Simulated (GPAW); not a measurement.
**Input and output of a self-consistent single point for TiSi (Amm2, 2 atoms in the cell) (GPAW)**

Method of the run: PBEsol, GPAW PAW datasets PBEsol (made by gpaw-setup) (plane waves; GPAW 25.7.0).

The input file:

```python
from ase import Atoms
from ase.units import GPa
from gpaw import GPAW, PW, FermiDirac

atoms = Atoms(['Ti', 'Si'],
              cell=[[3.834280, 0.000000, 0.000000],
                    [0.000000, 1.823497, 2.159377],
                    [0.000000, -1.823497, 2.159377]],
              scaled_positions=[[0.000000, 0.044840, 0.044840],
                                [0.500000, 0.556660, 0.556660]],
              pbc=True)

calc = GPAW(mode=PW(800),
            xc='PBEsol',
            kpts={'size': (11, 16, 16), 'gamma': True},
            occupations=FermiDirac(0.136),
            nbands=-10,
            symmetry={'symmorphic': False, 'tolerance': 0.0005},
            maxiter=120)

atoms.calc = calc

energy = atoms.get_potential_energy()
print('Energy (eV):', round(energy, 6))
forces = atoms.get_forces()
print('Forces (eV/Ang):')
print(forces.round(5))
stress = atoms.get_stress()
print('Stress (GPa, Voigt):', (stress / GPa).round(4))
```

The program printed (abridged):

```
Input parameters:
  kpts: {gamma: True,
         size: (11, 16, 16)}
  maxiter: 120
  mode: {ecut: 800.0,
         name: pw}
  nbands: -10
  occupations: {fixmagmom: False,
                name: fermi-dirac,
                width: 0.136}
  symmetry: {symmorphic: False,
             tolerance: 0.0005}
  xc: PBEsol

species:
  Ti:
    name: Titanium
    Z: 22.0
    valence: 12
    core: 10
    charge: 0.0
    file: Ti.PBEsol.gz

    # Using partial waves for Ti as LCAO basis

  Si:
    name: Silicon
    Z: 14.0
    valence: 4
    core: 10
    charge: 0.0
    file: Si.PBEsol.gz

    # Using partial waves for Si as LCAO basis

Reference energy: -31069.444358  # eV

Spin-paired calculation

Convergence criteria:
 Maximum [total energy] change in last 3 cyles: 0.0005 eV / valence electron
 Maximum integral of absolute [dens]ity change: 0.0001 electrons / valence electron
 Maximum integral of absolute [eigenst]ate change: 4e-08 eV^2 / valence electron
 Maximum number of scf [iter]ations: 120

Symmetries present (total): 4
Symmetries with fractional translations: 0
2816 k-points: 11 x 16 x 16 Monkhorst-Pack grid + [0.000000,1/32,1/32]
438 k-points in the irreducible part of the Brillouin zone
       k-points in crystal coordinates                weights
   0:     0.00000000    0.00000000    0.00000000          1/2816
   1:     0.00000000    0.06250000   -0.06250000          2/2816
   2:     0.00000000    0.06250000    0.00000000          4/2816
   [... 7 lines left out ...]
          ...
 437:     0.45454545    0.50000000    0.50000000          2/2816

Wave functions: Plane wave expansion
  Cutoff energy: 800.000 eV
  Number of coefficients (min, max): 1518, 1578
  Pulay-stress correction: 0.000000 eV/Ang^3 (de/decut=0.000000)

Occupation numbers: Fermi-Dirac:
  width: 0.1360  # eV

Eigensolver

Densities:
  Coarse grid: 27*20*20 grid
  Fine grid: 54*40*40 grid
  Total Charge: 0.000000

Density mixing:
  Method: separate
  Backend: pulay
  Linear mixing parameter: 0.05
  old densities: 5
  Damping of long wavelength oscillations: 50

Hamiltonian:
  XC and Coulomb potentials evaluated on a 54*40*40 grid
  External potential:
    NoExternalPotential

XC parameters: PBEsol with 2 nearest neighbor stencil

Number of atoms: 2
Number of atomic orbitals: 17
Number of bands in calculation: 18
Number of valence electrons: 16
Bands to converge: occupied

Density initialized from atomic densities
  17 bands from LCAO basis set
  1 band from random numbers

Atomic positions and initial magnetic moments

Positions:
   0 Ti     0.000000   -0.000000    0.193653    ( 0.0000,  0.0000,  0.0000)
   1 Si     1.917140   -0.000000    2.404078    ( 0.0000,  0.0000,  0.0000)

Unit cell:
           periodic     x           y           z      points  spacing
  1. axis:    yes    3.834280    0.000000    0.000000    27     0.1420
  2. axis:    yes    0.000000    1.823497    2.159377    20     0.1393
  3. axis:    yes    0.000000   -1.823497    2.159377    20     0.1393

  Lengths:   3.834280   2.826314   2.826314
  Angles:   80.359183  90.000000  90.000000

Effective grid spacing dv^(1/3) = 0.1409

     iter     time        total  log10-change:
                         energy   eigst   dens
iter:   1 --:--:--   -14.280191
iter:   2 --:--:--   -14.261054   -1.40  -1.26
iter:   3 --:--:--   -14.285428   -1.23  -1.28
iter:   4 --:--:--   -14.187213   -3.06  -1.61
iter:   5 --:--:--   -14.160098   -3.05  -1.79
iter:   6 --:--:--   -14.135556   -2.32  -1.97
iter:   7 --:--:--   -14.130298   -3.36  -2.05
iter:   8 --:--:--   -14.130358c  -5.00  -3.04
iter:   9 --:--:--   -14.130284c  -4.84  -2.98
iter:  10 --:--:--   -14.130295c  -5.91  -3.35
iter:  11 --:--:--   -14.130294c  -7.61c -3.88
iter:  12 --:--:--   -14.130298c  -7.55c -3.91
iter:  13 --:--:--   -14.130298c  -7.79c -4.03c

Converged after 13 iterations.

Dipole moment: (-0.000000, 0.000000, -2.194007) |e|*Ang

Energy contributions relative to reference atoms: (reference = -31069.444358)

Kinetic:         +9.167823
Potential:       -7.687808
External:        +0.000000
XC:             -15.546480
Entropy (-ST):   -0.080868
Local:           -0.023400
SIC:             +0.000000
--------------------------
Free energy:    -14.170732
Extrapolated:   -14.130298

Showing only first 2 kpts
 Kpt  Band  Eigenvalues  Occupancy
  0     6      7.76545    1.99998
  0     7      8.35521    1.99874
  0     8     10.96270    0.00001
  0     9     11.64503    0.00000

  1     6      7.60896    1.99999
  1     7      8.29586    1.99918
  1     8     11.33323    0.00000
  1     9     11.51887    0.00000

Fermi level: 9.35696

No gap
No difference between direct/indirect transitions
Energy (eV): -14.130298

Forces in eV/Ang:
  0 Ti    0.00000    0.00000    0.03299
  1 Si    0.00000    0.00000   -0.03439

Stress tensor:
     0.045850     0.000000     0.000000
     0.000000     0.042377     0.000000
     0.000000     0.000000     0.044265
Stress (GPa, Voigt): [7.346  6.7896 7.092  0.     0.     0.    ]
```

The run converged in 13 iterations. GPAW prints stress with tension positive.

The starting cell comes from a database of computed structures (which also holds hypothetical and non-ambient phases and stackings), without a prior relaxation at this level. Its lattice was rescaled by a random factor within 2.5 % of one. Spin polarisation is off. With a pressure of about -7 GPa the cell is away from its equilibrium volume at this level.

Cost on one core of a shared machine: roughly 2 min.
